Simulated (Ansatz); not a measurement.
HoSi2 (I4₁/amd, No. 141; cell taken from a computed entry), treated with r²SCAN-D4 in Ansatz (PAW).

Settings: plane-wave cutoff 500 eV, 14×14×14 k mesh, Fermi–Dirac smearing 0.05 eV, spin-polarised start, scalar-relativistic PAW data made under PBE.

Computed at the level's own relaxed cell.

**Question.** Estimate the volume per atom, lattice parameter a and c axis length that the calculation returns.

**Answer.** 
* **volume per atom**: 18.72 Å³/atom
* **lattice parameter a**: 4.044 Å
* **c axis length**: 13.741 Å

Note: the magnetic order was assumed, not searched for or taken from measurement; the relaxation could not lower the start's symmetry, so the cell can be a saddle point above a distorted one; the 4f shell is treated without U or exact exchange, so its levels and filling can be wrong.

Spin–orbit coupling is not included.

Computed values are for the static lattice.

Ansatz is a quantum-chemistry and plane-wave program.
